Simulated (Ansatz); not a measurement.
WB (model structure, started from the rocksalt type, Fm-3m, No. 225, 2 atoms in the cell), treated with PBEsol (plane waves, PAW; Ansatz, a program for electronic structure).

Settings: plane-wave cutoff 520 eV, 20×20×20 k mesh, Fermi–Dirac smearing 0.05 eV, no spin polarisation, scalar-relativistic PAW data made under PBE.

Cell (relaxed at this level):

```xyz
2
Lattice="0.0000 2.2180 2.2180 2.2180 0.0000 2.2180 2.2180 2.2180 0.0000" Properties=species:S:1:pos:R:3 pbc="T T T"
B      0.0000     0.0000     0.0000
W      2.2180     2.2180     2.2180
```

Give the computed bulk modulus B0.


bulk modulus B0: 321 GPa

Note: the run has no spin polarisation, so it can have missed a magnetic state; the bulk modulus is −V dP/dV from two relaxed cells at ±2 % in volume; the relaxation could raise the start's symmetry but not lower it, so the cell can be a saddle point.

Spin–orbit coupling is not included; it can open a gap where bands touch, and shift volumes and moduli.

Static lattice: no zero-point or thermal effects.

Computing time: very roughly 30 core-seconds.

A model structure was made by putting elements into a prototype or built by hand; it is no filed structure, need not be a known phase, and can be a saddle point held by its symmetry.
